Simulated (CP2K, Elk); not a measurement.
A CP2K input for a self-consistent single point of MnS (Fm-3m, 4 atoms in the cell) (DFT PBE, GPW, DZVP-MOLOPT-SR-GTH basis, GTH-PBE potentials (GTH_POTENTIALS)):

```
&GLOBAL
  PROJECT calc
  RUN_TYPE ENERGY_FORCE
  PRINT_LEVEL LOW
&END GLOBAL
&FORCE_EVAL
  METHOD Quickstep
  STRESS_TENSOR ANALYTICAL
  &DFT
    BASIS_SET_FILE_NAME BASIS_MOLOPT
    POTENTIAL_FILE_NAME GTH_POTENTIALS
    UKS T
    MULTIPLICITY 1
    &QS
      METHOD GPW
      EPS_DEFAULT 1E-10
    &END QS
    &MGRID
      CUTOFF 600
      REL_CUTOFF 40
      NGRIDS 5
    &END MGRID
    &SCF
      SCF_GUESS ATOMIC
      EPS_SCF 1E-6
      MAX_SCF 100
      ADDED_MOS 8 8
      &DIAGONALIZATION
        ALGORITHM STANDARD
      &END DIAGONALIZATION
      &MIXING
        METHOD BROYDEN_MIXING
        ALPHA 0.3
        NBUFFER 12
        BETA 1.5
      &END MIXING
      &SMEAR ON
        METHOD FERMI_DIRAC
        ELECTRONIC_TEMPERATURE [K] 232.09
      &END SMEAR
    &END SCF
    &KPOINTS
      SCHEME MONKHORST-PACK 4 4 4
      GAMMA_CENTERED T
    &END KPOINTS
    &XC
      &XC_FUNCTIONAL PBE
      &END XC_FUNCTIONAL
    &END XC
    &PRINT
      &MO
        EIGENVALUES T
        OCCUPATION_NUMBERS T
        NDIGITS 8
        FILENAME mo
        &EACH
          QS_SCF 0
        &END EACH
        ADD_LAST NUMERIC
      &END MO
      &MULLIKEN ON
      &END MULLIKEN
    &END PRINT
  &END DFT
  &SUBSYS
    &CELL
      A 6.39316800 0.00000000 0.00000000
      B 5.32764000 3.53395700 0.00000000
      C 5.32764000 1.60634400 3.14777800
      PERIODIC XYZ
    &END CELL
    &COORD
      SCALED
      Mn1      0.00000000     0.00000000     0.00000000
      Mn2      0.50000000     0.50000000     0.50000000
      S        0.25000000     0.25000000     0.25000000
      S        0.75000000     0.75000000     0.75000000
    &END COORD
    &KIND Mn1
      ELEMENT Mn
      BASIS_SET DZVP-MOLOPT-SR-GTH
      POTENTIAL GTH-PBE-q15
      MAGNETIZATION 5
    &END KIND
    &KIND Mn2
      ELEMENT Mn
      BASIS_SET DZVP-MOLOPT-SR-GTH
      POTENTIAL GTH-PBE-q15
      MAGNETIZATION -5
    &END KIND
    &KIND S
      BASIS_SET DZVP-MOLOPT-SR-GTH
      POTENTIAL GTH-PBE-q6
    &END KIND
  &END SUBSYS
  &PRINT
    &FORCES ON
    &END FORCES
    &STRESS_TENSOR ON
    &END STRESS_TENSOR
  &END PRINT
&END FORCE_EVAL
```

Write the same calculation as an input for Elk.

One input that does it (others would too):

```
tasks
  0

xctype
  20

spinpol
  .true.

reducebf
  0.7

tforce
  .true.

rgkmax
  8.0

gmaxvr
  18.0

lmaxapw
  10

lmaxo
  8

nxlo
  2

lorbcnd
  .true.

lradstp
  2

nrmtscf
  2.0

lmaxi
  4

nempty
  12

stype
  3

swidth
  0.000734986

avec
    9.8643703705    4.9321851853    4.9321851853
    4.9321851853    9.8643703705    4.9321851853
    4.9321851853    4.9321851853    9.8643703705

atoms
  2   : nspecies
  'Mn.in'   : spfname
  2   : natoms; atposl, bfcmt below
  0.0000000000  0.0000000000  0.0000000000    0.0 0.0 -1.25
  0.5000000000  0.5000000000  0.5000000000    0.0 0.0 1.25
  'S.in'   : spfname
  2   : natoms; atposl, bfcmt below
  0.2500000000  0.2500000000  0.2500000000    0.0 0.0 0.0
  0.7500000000  0.7500000000  0.7500000000    0.0 0.0 0.0

ngridk
  4 4 4
```

Basis settings and potentials, where a program has them, do not carry over. This input uses DFT, PBE, all-electron FP-LAPW, Elk's shipped species files, APW+lo basis with extra local orbitals.

The starting cell has typed, rounded lattice constants, without a prior relaxation at this level.
